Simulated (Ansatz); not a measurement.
# C: C → Pd

Start from C in the diamond structure (space group Fd-3m, No. 227; a = 3.5537 Å).

The change: Pd takes the place of C on all its sites, then cell and atoms are relaxed.

The values are results of PBEsol (Ansatz, a first-principles code), no SOC, earlier PAW set, not measurements. Settings: 14×14×14 k-points, 0.05 eV Fermi–Dirac smearing, for the changed cell.

```json
{
  "lattice_parameter_a": "5.685 Å (base 3.554 Å)",
  "space_group": "Fd-3m (No. 227) (base Fd-3m (No. 227))",
  "shortest_interatomic_distance": "2.462 Å (base 1.539 Å)",
  "band_gap": "zero (base 4.04 eV)"
}
```

Final structure:

```
CELL_PARAMETERS angstrom
      0.00000     2.84230     2.84230
      2.84230     0.00000     2.84230
      2.84230     2.84230     0.00000
ATOMIC_POSITIONS crystal
  Pd 0.00000 0.00000 0.00000
  Pd 0.25000 0.25000 0.25000
```

Stability against distortions was not tested. As relaxed here, Pd is a hypothetical phase, not in the database extracts checked. The final runs are not spin-polarised. Pd lies near a magnetic instability that expansion can trigger; it was not tested. Pd has a high density of states at the Fermi level and may be magnetic at this level.
